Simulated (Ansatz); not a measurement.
# Hypothetical zinc blende YP: pressure series

The reference is YP in the zinc blende structure (space group F-43m, No. 216; a = 6.290 Å; a hypothetical phase, not in the database extracts checked).

Cell and atoms are relaxed at each pressure.

Method: PBE in Ansatz (plane waves to 420 eV, PAW, scalar-relativistic without spin-orbit coupling).

| P (GPa) | V (Å³/atom) |
|---|---|
| -2.02 | 32.334 |
| -1.02 | 31.695 |
| 0.88 | 30.630 |
| 2.10 | 30.028 |
| 4.50 | 28.981 |
| 9.00 | 27.385 |
| 15.00 | 25.729 |
| 22.50 | 24.126 |
| 30.02 | 22.849 |

**Question.** Fit a third-order Birch–Murnaghan equation of state.

**Answer.** Least squares on P(V) = (3B₀/2)[(V₀/V)^(7/3) − (V₀/V)^(5/3)]·[1 + (3/4)(B₀′ − 4)((V₀/V)^(2/3) − 1)] gives V₀ = 31.10 Å³/atom, B₀ = 56 GPa and B₀′ = 3.6.

Between the base and pressure 4.5 GPa the gap moves from 1.64 eV to 1.56 eV, a mean slope of -18 meV/GPa.

Load acts through the strain it causes; cell and atoms are relaxed under it. No phonon test of stability was made. Competing high-pressure phases were not computed.

Ansatz is a quantum-chemistry and plane-wave program.
